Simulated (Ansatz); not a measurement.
The parent structure is InP in the zinc blende structure (space group F-43m, No. 216; a = 5.8784 Å).

Structures relaxed with Ansatz (a first-principles code), PBEsol, PAW, cutoff 420 eV, spin-orbit coupling left out.

Base:

Simulated powder pattern, Cu Kα1, λ = 1.54056 Å (kinematic, ideal powder, no thermal factors, no anomalous dispersion; the 10 strongest lines at most, above 2 %, up to 2θ = 90°):

| 2θ (°) | I/Imax (%) | hkl |
|---|---|---|
| 26.24 | 100 | (111) |
| 30.39 | 26 | (200) |
| 43.51 | 56 | (220) |
| 51.52 | 45 | (311) |
| 53.99 | 6.8 | (222) |
| 63.22 | 8.8 | (400) |
| 69.66 | 18 | (331) |
| 71.75 | 8.4 | (420) |
| 79.87 | 18 | (422) |
| 85.82 | 14 | (333) |

Modification: every lattice vector is stretched by 2.00 %; the atoms relax in the strained cell.

After the change:

Simulated powder pattern, Cu Kα1, λ = 1.54056 Å (kinematic, ideal powder, no thermal factors, no anomalous dispersion; the 10 strongest lines at most, above 2 %, up to 2θ = 90°):

| 2θ (°) | I/Imax (%) | hkl |
|---|---|---|
| 25.71 | 100 | (111) |
| 29.78 | 26 | (200) |
| 42.61 | 56 | (220) |
| 50.44 | 46 | (311) |
| 52.85 | 6.9 | (222) |
| 61.84 | 8.9 | (400) |
| 68.11 | 18 | (331) |
| 70.13 | 8.5 | (420) |
| 78.00 | 18 | (422) |
| 83.75 | 14 | (511) |

The indices refer to the base's conventional cell; one index is shown for lines that coincide.

No phonon test of stability was made.
